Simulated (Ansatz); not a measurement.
A self-consistent single point of TiO2 (Imm2, 6 atoms in the cell) with Ansatz (a quantum-chemistry and plane-wave program).

Computed with LDA (PW92), default PAW files made with PBE (plane waves; Ansatz).

```
TiO2
1.0
   -1.88304     1.88304     4.73123
    1.88304    -1.88304     4.73123
    1.88304     1.88304    -4.73123
Ti O
2 4
Direct
  0.75528   0.25528   0.50000
  0.00000   0.00000   0.00000
  0.54200   0.04200   0.50000
  0.79200   0.79200   0.00000
  0.20800   0.20800   0.00000
  0.95800   0.45800   0.50000
```

Reference input (self-consistent single point, DFT, LDA (PW92), plane waves, default PAW files made with PBE): basis.ecutwfc = 30.9 Ry; kpoints.mp_grid.grid = 9 9 9; hamiltonian.xc = lda; hamiltonian.pseudopotentials = {kind: paw} (the program's default PAW files); scf.occupations.method = fermi_dirac; scf.occupations.width = 0.0015 Ry. This run's input differs from it in these lines:

Ansatz 0.2 input:
```diff
@@ -15,3 +15,3 @@
 kpoints:
-  mp_grid: { grid: [9, 9, 9] }
+  mp_grid: { grid: [9, 9, 9], shift: [0.5, 0.5, 0.5] }
 hamiltonian:
```

Log, with long lists cut:

```
SCF iter   1: F=—  HF=-7130.483487 eV  |F-HF|=—  |Δ(HF+E_count)|=         —  Δρ=1.94e-2  dr2=2.23e-1  ethr=1.77e-3  ⟨swp⟩=5.6  Hψ=15637  notcnv=0
all-band conjugate gradients solve this SCF's bands
preconditioner: auto → none
SCF iter   2: F=—  HF=-7130.499363 eV  |F-HF|=—  |Δ(HF+E_count)|=   1.59e-2  Δρ=2.30e-2  dr2=3.30e-1  ethr=4.65e-4  ⟨swp⟩=2.0  Hψ=7277  notcnv=0  defer=193
   [... lines left out ...]
SCF iter   6: F=—  HF=-7130.433316 eV  |F-HF|=—  |Δ(HF+E_count)|=   1.70e-4  Δρ=1.99e-4  dr2=2.99e-5  ethr=5.71e-7  ⟨swp⟩=2.0  Hψ=5557  notcnv=0  defer=193
SCF iter   7: F=—  HF=-7130.433308 eV  |F-HF|=—  |Δ(HF+E_count)|=   7.90e-6  Δρ=4.24e-5  dr2=1.84e-6  ethr=6.23e-8  ⟨swp⟩=2.8  Hψ=7160  notcnv=0  defer=193
SCF iter   8: F=—  HF=-7130.433308 eV  |F-HF|=—  |Δ(HF+E_count)|=   2.53e-7  Δρ=2.55e-5  dr2=5.40e-7  ethr=3.84e-9  ⟨swp⟩=2.1  Hψ=5317  notcnv=0  defer=193
SCF iter   9: F=-7130.433308 eV  HF=-7130.433308 eV  |F-HF|=3.74e-8  |Δ(HF+E_count)|=   1.07e-7  Δρ=7.24e-6  dr2=3.94e-8  ethr=2.08e-10  ⟨swp⟩=7.3  Hψ=15624  notcnv=0
SCF 1 converged in 9 iterations: F = -7130.433308 eV  dr2 = 3.94e-8
Free energy (F): -7130.433308 eV
Internal energy: -7130.433308 eV  (E = F + TS)
E sigma→0 (E₀):  -7130.433308 eV
Fermi energy:    8.181946 eV
--- Forces (eV/Å), atoms counted from 1 ---
  atom   1  Ti    -0.00000000     0.00000000    -0.84847434
  atom   2  Ti     0.00000000     0.00000000     0.42958904
  atom   3  O     -0.00000000     0.00000000     0.04961551
  atom   4  O      0.00000000     0.00000000     0.11651952
  atom   5  O      0.00000000     0.00000000     0.10720801
  atom   6  O      0.00000000     0.00000000     0.14555667
--- Stress (GPa, compression-positive) ---
       -0.862650      -0.000000      -0.000000
       -0.000000      -6.806723      -0.000000
       -0.000000      -0.000000      -2.034486
  P = ⅓ Tr σ = -3.2346 GPa (-32.346 kbar)
  The stress holds the Pulay correction. Without it, at fixed plane waves, as pw.x and ABINIT print it: P = -4.1903 GPa
```

The run converged in 9 iterations. Against the reference run the free energy is nearly the same (within 1 meV/atom), the pressure stays at -3.23 GPa, the largest force moves little (0.849 to 0.848 eV/Å) and the gap on the mesh goes from 2.049 to 2.078 eV.

The starting cell has typed, rounded lattice constants, without a prior relaxation at this level. Its lattice was rescaled by up to half a per cent. One atom was moved a little off its site on purpose. Ansatz's pressure includes its estimate of the finite-basis (Pulay) stress. Without the estimate this run gives -4.19 GPa. The shifted mesh does not hold Γ, so a gap read on it misses any band edge there.
